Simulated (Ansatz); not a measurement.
Cost and result by functional for the surface energy of the (320) surface of fcc Ag in its 1x1 cell, outermost plane spacing 0.58 Å in the ideal cut, in Ansatz (plane waves, PAW). Single points on the PBE structure, on one kind of machine; costs are rough ratios of the slab run's core time (references not counted) to the cheapest single point. r2SCAN's cost holds its higher cutoff (500 against 420 eV). Differences are taken against r2SCAN for comparison alone: no measured value is at hand, so the table doesn't rank accuracy.

Set-up: 19 atoms, 10.4 Å thick at the start (thin: gaps and levels are the slab's own); mesh 10x5x1; 0.1 eV smearing; dipole correction on; all atoms relaxed; held to the part of the start's symmetry that mesh and held atoms allow; no spin, no spin-orbit, no U. These notes are the PBE run's.

| functional | relative cost | surface energy (J/m²) | less r2SCAN (J/m²) |
|---|---|---|---|
| LDA | 1 | 1.36 | 0.26 |
| PBEsol | 1 | 1.20 | 0.10 |
| RPBE | 1 | 0.70 | -0.40 |
| r2SCAN | 2 | 1.11 | 0.00 |
| PBE (the relaxed run's value) | – | 0.92 | -0.19 |

The values span 0.66 J/m², while the single points' costs differ by a factor of roughly 2. Differences are of unrounded values.

Ansatz is an electronic-structure program.
